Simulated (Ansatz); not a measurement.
The starting structures come from a database of crystals and need not be the phases stable at ambient conditions.

The decay constant κ of evanescent states in the gap governs leakage through a thin film.

Data:

```yaml
crystal:
  lattice:
    - [6.06713, 0.00000, 0.00000]
    - [0.00000, 6.08126, 0.00000]
    - [0.00000, 0.00000, 6.08359]
  atoms:
    - { symbol: Sb, position: [0.36566, 0.38009, 0.38259] }
    - { symbol: Sb, position: [0.63434, 0.61991, 0.88259] }
    - { symbol: Sb, position: [0.36566, 0.11991, 0.88259] }
    - { symbol: Sb, position: [0.63434, 0.88009, 0.38259] }
    - { symbol: Ir, position: [0.23487, 0.50977, 0.99947] }
    - { symbol: Ir, position: [0.76513, 0.49023, 0.49947] }
    - { symbol: Ir, position: [0.23487, 0.99023, 0.49947] }
    - { symbol: Ir, position: [0.76513, 0.00977, 0.99947] }
    - { symbol: S, position: [0.87323, 0.11751, 0.62014] }
    - { symbol: S, position: [0.12677, 0.88249, 0.12014] }
    - { symbol: S, position: [0.87323, 0.38249, 0.12014] }
    - { symbol: S, position: [0.12677, 0.61751, 0.62014] }
```

Space group of this cell: Pca2_1. The cell is taken as given; by PBEsol its mean pressure is -3.3 GPa.

Transport runs along the normal of the first two printed cell vectors.

The gap is the functional's own. No spin-orbit coupling. Mid-gap values are interpolated on the energy grid.

Question: Estimate the band gap and the smallest decay constant κ at mid-gap that Ansatz (an electronic-structure program) with PBEsol returns for this system.

Answer: Gap 1.04 eV on a 6×6×6 mesh; κ = 0.179 1/Å, at (0.500, 0.000) of the in-plane reciprocal vectors. At the zone centre, at the nearest computed energy, the slowest state has κ = 0.23 1/Å.
